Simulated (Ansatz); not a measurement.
The starting structures come from a database of crystals and need not be the phases stable at ambient conditions.

The decay constant κ of evanescent states in the gap governs leakage through a thin film.

Given:

```
MgTe
1.0
    4.59020     0.00000     0.00000
   -2.29510     3.97523     0.00000
    0.00000     0.00000     7.43781
Mg Te
2 2
Direct
  0.33333   0.66667   0.99599
  0.66667   0.33333   0.49599
  0.33333   0.66667   0.37401
  0.66667   0.33333   0.87401
```

The cell is taken as given; by PBEsol it stands under a pressure of -0.6 GPa.

Transport runs along the normal of the first two printed cell vectors, the (001) plane of the conventional cell.

The gap is the functional's own. No spin-orbit coupling. Mid-gap values are those at the computed energy nearest the middle.

**Question.** Compute, with Ansatz (a first-principles code) with PBEsol, the band gap and the smallest decay constant κ at mid-gap.

**Answer.** Gap 2.30 eV on a 12×12×4 mesh; κ = 0.148 1/Å, at the zone centre.
